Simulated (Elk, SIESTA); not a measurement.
An Elk input for a self-consistent single point of Li2Ga (Cmcm, 6 atoms in the cell) (DFT, LDA (PW92), all-electron FP-LAPW, Elk's shipped species files, default APW+lo basis):

```
tasks
  0

swidth
  0.00367493

maxscl
  100

avec
    4.1798644281   -8.7005163963    0.0000000000
    4.1798644281    8.7005163963    0.0000000000
    0.0000000000    0.0000000000    8.0291023734

atoms
  2
  'Li.in'
  4
  0.4180900000  0.5819100000  0.2500000000    0.0 0.0 0.0
  0.5819100000  0.4180900000  0.7500000000    0.0 0.0 0.0
  0.2405500000  0.7594500000  0.7500000000    0.0 0.0 0.0
  0.7594500000  0.2405500000  0.2500000000    0.0 0.0 0.0
  'Ga.in'
  2
  0.0774300000  0.9225700000  0.2500000000    0.0 0.0 0.0
  0.9225700000  0.0774300000  0.7500000000    0.0 0.0 0.0

ngridk
  6 6 5
```

Task: Give the SIESTA input for the same structure, mesh, smearing and functional.

Result: One input that does it (others would too):

```
# files in the folder: Li.psml Ga.psml (PseudoDojo LDA standard)
SystemName  Li2Ga
SystemLabel Li2Ga

NumberOfAtoms                6
NumberOfSpecies              2
%block ChemicalSpeciesLabel
  1 3 Li
  2 31 Ga
%endblock ChemicalSpeciesLabel
LatticeConstant              1.0 Ang
%block LatticeVectors
     2.211889000   -4.604115000    0.000000000
     2.211889000    4.604115000    0.000000000
     0.000000000    0.000000000    4.248818000
%endblock LatticeVectors
AtomicCoordinatesFormat      Bohr
%block AtomicCoordinatesAndAtomicSpecies
     4.179864428    1.425318596    2.007275593  1
     4.179864428   -1.425318596    6.021826780  1
     4.179864428    4.514697958    6.021826780  1
     4.179864428   -4.514697958    2.007275593  1
     4.179864428    7.353154427    2.007275593  2
     4.179864428   -7.353154427    6.021826780  2
%endblock AtomicCoordinatesAndAtomicSpecies

XC.functional                LDA
XC.authors                   PW92
PAO.BasisSize                DZP
PAO.EnergyShift              0.005 Ry
PAO.Polarization.NonPerturbative true
MeshCutoff                   350 Ry
%block kgrid.MonkhorstPack
    6   0   0  0.0
    0   6   0  0.0
    0   0   5  0.0
%endblock kgrid.MonkhorstPack
OccupationFunction           FD
ElectronicTemperature        100.0 meV

MaxSCFIterations             150
SCF.Mixer.Method             Pulay
SCF.Mixer.Weight             0.2
SCF.Mixer.History            6
SCF.DM.Tolerance             1.0E-04
Diag.ParallelOverK           true
WriteForces                  true
Charge.Mulliken              end
```

Basis settings and potentials, where a program has them, do not carry over. This input uses DFT, LDA PW92, numerical atomic orbitals DZP, PseudoDojo LDA standard norm-conserving potentials (rewritten from UPF to PSML). LDA parametrisations can differ slightly between programs.

The starting cell comes from a database of computed structures (which also holds hypothetical and non-ambient phases and stackings), without a prior relaxation at this level. Its lattice was rescaled by a random factor within 2.5 % of one.
